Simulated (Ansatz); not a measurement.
Several settings converged on Ni (Fm-3m, 1 atom in the cell)

```xyz
1
Lattice="0.0000 1.7547 1.7547 1.7547 0.0000 1.7547 1.7547 1.7547 0.0000" Properties=species:S:1:pos:R:3 pbc="T T T"
Ni     0.0000     0.0000     0.0000
```
Moments meant for the start (each program seeds them in its own way; μB, in the order of the atoms Ni): 1.0.

Base method: PBE, PAW files (plane waves; Ansatz, a first-principles code).

Base settings: basis.ecutwfc = 420 eV; kpoints.mp_grid.grid = 16 16 16; hamiltonian.xc = pbe; hamiltonian.pseudopotentials = {kind: paw} (the program's default PAW files); magnetization.spin_polarized = true; scf.occupations.method = gaussian; scf.occupations.width = 0.1 eV.

The count of work is k-points × plane waves × bands × iterations; it is no time. 

**The cutoff for other potential files**

Level: DFT, PBE, plane waves, harder PAW files (source: ansatz).

In this ladder: hamiltonian.pseudopotentials = {kind: paw, source: ansatz}.

The second cell is the first with its lattice scaled by 0.98.

The mesh stays at the base's, so the ladder's end is converged at best in this setting alone.

The first pressure column holds Ansatz's estimate of the finite-basis (Pulay) stress, which hides part of the cutoff error; the other is without it.

Only quantities that move along the ladder and can be compared are tabulated.

| basis.ecutwfc | free energy less the last step's (meV/atom) | energy of the compressed cell less the first (meV/atom) | pressure (GPa) | pressure without the Pulay estimate (GPa) | count of work / last |
|---|---|---|---|---|---|
| 415 eV | 9492.88 | 52.13 | -9.21 | -716.52 | 0.094 |
| 505 eV | 1694.18 | 47.64 | 2.46 | -161.50 | 0.13 |
| 645 eV | 97.54 | 32.17 | 1.38 | -12.84 | 0.19 |
| 780 eV | 2.64 | 32.28 | 1.31 | 0.73 | 0.28 |
| 920 eV | 0.40 | 32.24 | 1.31 | 1.30 | 0.37 |
| 1105 eV | 0.25 | 32.23 | 1.31 | 1.30 | 0.47 |
| 1380 eV | 0.12 | 32.24 | 1.31 | 1.31 | 0.65 |
| 1840 eV | 0.00 | 32.24 | 1.31 | 1.31 | 1.0 |

Coarsest basis.ecutwfc that holds the pressure without the Pulay estimate within 0.1 GPa of the last step, with all finer ones: 920 eV, at 0.37 of the last step's count of work; the step before is off by 0.58 GPa.

Coarsest basis.ecutwfc that holds the pressure within 0.05 GPa of the last step, with all finer ones: 780 eV, at 0.28 of the last step's count of work; the step before is off by 0.07 GPa.

Coarsest basis.ecutwfc that holds the energy of the compressed cell less the first within 0.5 meV/atom of the last step, with all finer ones: 645 eV, at 0.19 of the last step's count of work; the step before is off by 15 meV/atom.

The energy difference between the two cells stays within 1 meV/atom of the last step's from 645 eV on, the total only from 920 eV on: much of the error is common to both cells and cancels.

At the lowest cutoff the pressure without the Pulay estimate lies 718 GPa under the last step's, the usual sign of Pulay stress in an incomplete plane-wave basis.

**The density cutoff**

The second cell is the first with its lattice scaled by 0.98.

The mesh stays at the base's, so the ladder's end is converged at best in this setting alone.

Only quantities that move along the ladder and can be compared are tabulated.

```tsv
basis.ecutrho_ratio	free energy less the last step's (meV/atom)	energy of the compressed cell less the first (meV/atom)	pressure (GPa)
2	-9.24	27.34	2.49
3	-0.22	32.61	1.42
4	0.00	32.57	1.40
5	0.00	32.57	1.40
6	0.00	32.57	1.40
8	0.00	32.57	1.40
10	0.00	32.57	1.40
12	0.00	32.57	1.40
16	0.00	32.57	1.40
```

Coarsest basis.ecutrho_ratio that holds the energy of the compressed cell less the first within 2 meV/atom of the last step, with all finer ones: 3; the step before is off by 5.2 meV/atom.

Coarsest basis.ecutrho_ratio that holds the free energy within 5 meV/atom of the last step, with all finer ones: 3; the step before is off by 9.2 meV/atom.

Coarsest basis.ecutrho_ratio that holds the pressure within 0.5 GPa of the last step, with all finer ones: 3; the step before is off by 1.1 GPa.

On the base run: the starting cell has typed, rounded lattice constants, without a prior relaxation at this level. Its lattice was rescaled by up to half a per cent. With one magnetic atom in the cell only a parallel order is possible.

Keys are those of Ansatz 0.2.
